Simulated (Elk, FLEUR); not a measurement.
A FLEUR input for a self-consistent single point of CaSe (Fm-3m, 2 atoms in the cell) (DFT, PBE, all-electron FLAPW (FLEUR), scalar-relativistic valence):

Input of the input generator:

```
CaSe crystal
&input film=f /
-0.0000000000 5.6299476595 5.6299476595
5.6299476595 -0.0000000000 5.6299476595
5.6299476595 5.6299476595 -0.0000000000
1.0
1.0 1.0 1.0

2
20 0.0000000000 0.0000000000 0.0000000000
34 0.5000000000 0.5000000000 0.5000000000

&comp jspins=1 /
&kpt div1=6 div2=6 div3=6 gamma=t /
&end /
```

```xml
<?xml version="1.0" encoding="UTF-8" standalone="no"?>
<fleurInput fleurInputVersion="0.39">
   <comment>
      CaSe crystal                                                                                        
   </comment>
   <calculationSetup>
      <cutoffs Kmax="4.0" Gmax="20.0" GmaxXC="20.0" numbands="0"/>
      <scfLoop itmax="100" minDistance="0.00001" maxIterBroyd="99" imix="Anderson" alpha="0.05" precondParam="0.0" spinf="2.0"/>
      <coreElectrons ctail="T" frcor="F" kcrel="0" coretail_lmax="0"/>
      <xcFunctional name="pbe" relativisticCorrections="F"/>
      <magnetism jspins="1"/>
      <soc l_soc="F" theta="0.0" phi="0.0" spav="F"/>
      <expertModes spex="0" secvar="F"/>
      <geometryOptimization l_f="T" forcealpha="1.0" forcemix="BFGS" epsdisp="0.00001" epsforce="0.00001"/>
      <ldaU l_linMix="F" mixParam="0.05" spinf="1.0"/>
   </calculationSetup>
   <cell>
      <bzIntegration valenceElectrons="26.0" mode="hist" fermiSmearingEnergy="0.0001">
         <kPointListSelection listName="default-1"/>
         <!-- k-points included here -->
         <xi:include xmlns:xi="http://www.w3.org/2001/XInclude" href="kpts.xml"> </xi:include>
      </bzIntegration>
      <!-- symmetry operations included here -->
      <xi:include xmlns:xi="http://www.w3.org/2001/XInclude" href="sym.xml"> </xi:include>
      <bulkLattice scale="1.0">
         <bravaisMatrix>
            <row-1>    0.0000000000000000     5.6299476595000000     5.6299476595000000</row-1>
            <row-2>    5.6299476595000000     0.0000000000000000     5.6299476595000000</row-2>
            <row-3>    5.6299476595000000     5.6299476595000000     0.0000000000000000</row-3>
         </bravaisMatrix>
      </bulkLattice>
   </cell>
   <atomSpecies>
      <species name="Calcium (Ca)" element="Ca" atomicNumber="20">
         <mtSphere radius="2.66" gridPoints="879" logIncrement="0.014"/>
         <atomicCutoffs lmax="7" lnonsphr="5"/>
         <electronConfig flipSpins="F">
            <coreConfig>(1s1/2) (2s1/2) (2p1/2) (2p3/2)</coreConfig>
            <valenceConfig>(3s1/2) (3p1/2) (3p3/2) (4s1/2)</valenceConfig>
         </electronConfig>
         <energyParameters s="4" p="3" d="3" f="4"/>
         <lo type="SCLO" l="0" n="3" eDeriv="0"/>
         <lo type="HELO" l="1" n="4" eDeriv="0"/>
         <lo type="HELO" l="1" n="4" eDeriv="1"/>
         <lo type="SCLO" l="2" n="3" eDeriv="2"/>
         <lo type="SCLO" l="3" n="4" eDeriv="2"/>
      </species>
      <species name="Selenium (Se)" element="Se" atomicNumber="34">
         <mtSphere radius="2.66" gridPoints="879" logIncrement="0.014"/>
         <atomicCutoffs lmax="7" lnonsphr="5"/>
         <electronConfig flipSpins="F">
            <coreConfig>(1s1/2) (2s1/2) (2p1/2) (2p3/2) (3s1/2) (3p1/2) (3p3/2)</coreConfig>
            <valenceConfig>(3d3/2) (3d5/2) (4s1/2) (4p1/2) (4p3/2)</valenceConfig>
            <stateOccupation state="(4p1/2)" spinUp="0.6666666666667" spinDown="0.6666666666667"/>
            <stateOccupation state="(4p3/2)" spinUp="1.3333333333333" spinDown="1.3333333333333"/>
         </electronConfig>
         <energyParameters s="4" p="4" d="4" f="4"/>
         <lo type="SCLO" l="2" n="3" eDeriv="0"/>
         <lo type="SCLO" l="0" n="4" eDeriv="2"/>
         <lo type="SCLO" l="1" n="4" eDeriv="2"/>
         <lo type="SCLO" l="3" n="4" eDeriv="2"/>
      </species>
   </atomSpecies>
   <atomGroups>
      <atomGroup species="Calcium (Ca)">
         <relPos label="                   1">.0000000000 .0000000000 .0000000000</relPos>
         <force calculate="T" relaxXYZ="TTT"/>
      </atomGroup>
      <atomGroup species="Selenium (Se)">
         <relPos label="                   2">1.000/2.000 1.000/2.000 1.000/2.000</relPos>
         <force calculate="T" relaxXYZ="TTT"/>
      </atomGroup>
   </atomGroups>
   <output dos="F" band="F" slice="F">
      <checks vchk="F" cdinf="F"/>
      <bandDOS minEnergy="-.5*Htr" maxEnergy="0.5*Htr" sigma="0.015" storeEVData="T"/>
      <vacuumDOS vacdos="F" integ="F" star="F" nstars="0" locx1="0.0" locy1="0.0" locx2="0.0" locy2="0.0" nstm="0" tworkf="0.0"/>
      <unfoldingBand unfoldBand="F" supercellX="1" supercellY="1" supercellZ="1"/>
      <plotting iplot="0" polar="F">
         <plot TwoD="T" vec1="  1.0  0.0  0.0" vec2="  0.0  1.0  0.0" vec3="  0.0  0.0  1.0" zero="  0.0  0.0  0.0" file="plot"/>
      </plotting>
      <chargeDensitySlicing numkpt="0" minEigenval="0.0" maxEigenval="0.0" nnne="0" pallst="F"/>
      <specialOutput eonly="F"/>
      <magneticCircularDichroism mcd="F" energyLo="-10.0" energyUp="0.0"/>
   </output>
  <!-- We include the file relax.xml here to enable relaxations (see documentation) -->
  <xi:include xmlns:xi="http://www.w3.org/2001/XInclude" href="relax.xml"> <xi:fallback/> </xi:include>
</fleurInput>
```

Task: Write the same calculation as an input for Elk.

Result: This is the input that was run; spellings and numerical settings could be chosen otherwise.

```
tasks
  0

xctype
  20

rgkmax
  8.0

gmaxvr
  16.0

nxlo
  2

lorbcnd
  .true.

lmaxi
  3

stype
  0

swidth
  0.0001

maxscl
  100

scale
  1.889726125

avec
    0.0000000000    2.9792400000    2.9792400000
    2.9792400000    0.0000000000    2.9792400000
    2.9792400000    2.9792400000    0.0000000000

sppath
  './'

atoms
  2
  'Ca.in'
  1
  0.0000000000  0.0000000000  0.0000000000    0.0 0.0 0.0
  'Se.in'
  1
  0.5000000000  0.5000000000  0.5000000000    0.0 0.0 0.0

ngridk
  6 6 6
```

Basis settings and potentials, where a program has them, do not carry over. This input uses DFT, PBE, all-electron FP-LAPW, Elk's shipped species files, APW+lo basis with extra local orbitals. Both were run: gap on the mesh 2.082 eV in FLEUR and 2.080 in Elk.

On FLEUR: the starting cell comes from a database of computed structures (which also holds hypothetical and non-ambient phases and stackings), without a prior relaxation at this level. Its lattice was rescaled by a random factor within 2.5 % of one. For this run, on top of that: lattice scaled by 0.98. Values depend on the basis (sphere radii, cutoffs, local orbitals), which need not be converged.

On Elk: the starting cell comes from a database of computed structures (which also holds hypothetical and non-ambient phases and stackings), without a prior relaxation at this level. Its lattice was rescaled by a random factor within 2.5 % of one. For this run, on top of that: lattice scaled by 0.98. Values depend on the basis (sphere radii, cutoffs, local orbitals), which need not be converged.
